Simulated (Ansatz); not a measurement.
Cells marked so need not be the phases stable at ambient conditions, and some may be hypothetical.

 Where the default PAW files enter, the runs use the earlier of Ansatz's two default sets.

By PBEsol, each system below comes out a metal.

Ballistic conductance counts the channels of both spins, as a mean over 0.1 eV about the Fermi level; spin-orbit coupling is left out.

A. SiOs (Pm-3m, CsCl type, not sure to be the ambient phase, 2 atoms a cell, 12.7 Å³ an atom), current normal to (110)
B. VN (Fm-3m, rock salt, 2 atoms a cell, 8.8 Å³ an atom, -12 GPa at this level), current normal to (111)
C. TiFe (Pm-3m, CsCl type, not sure to be the ambient phase, 2 atoms a cell, 12.7 Å³ an atom, -5 GPa at this level), current normal to (110)

Q: Order them by ballistic conductance per area (highest first) at the level PBEsol (Ansatz, a quantum-chemistry and plane-wave program).

A: B (1.9 × 10¹⁵ S/m²), A (0.49 × 10¹⁵ S/m²), C (0.36 × 10¹⁵ S/m²)
